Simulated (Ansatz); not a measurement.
Input:

```
CELL_PARAMETERS angstrom
      4.64161     0.00000     0.00000
      0.00000     4.64161     0.00000
      2.32081     2.32081     3.28212
ATOMIC_POSITIONS crystal
  Cd 0.00000 0.00000 0.00000
  Te 0.75000 0.25000 0.50000
```

Space group of this cell: F-43m, zinc blende. The cell is taken as given.

Method: r2SCAN (plane waves, PAW; Ansatz, an electronic-structure program).

The current runs along the normal of the first two printed vectors; no spin-orbit coupling. Scaled by the factor s: all lengths (ions clamped). The meshes follow the cell: 10×10×10 and 8×8 across at s = 0.98, 10×10×10 and 8×8 across at s = 1.00, 10×10×10 and 6×6 across at s = 1.02.

```json
[
 {"s": "0.98", "mean pressure (GPa)": "2.7", "slowest mid-gap decay constant κ (1/Å)": "0.093"},
 {"s": "1.00", "mean pressure (GPa)": "-0.1", "slowest mid-gap decay constant κ (1/Å)": "0.082"},
 {"s": "1.02", "mean pressure (GPa)": "-2.2", "slowest mid-gap decay constant κ (1/Å)": "?"}
]
```

Take the slope of the slowest mid-gap decay constant κ against ln s from the two given rows, extrapolate to s = 1.02, and say what the run there gives.

Slope = (0.093 − 0.082) / ln 0.98 = -0.544 1/Å. The line gives 0.082 + (-0.544) × ln 1.02 = 0.071 1/Å. The run gives 0.071 1/Å, as the line does.
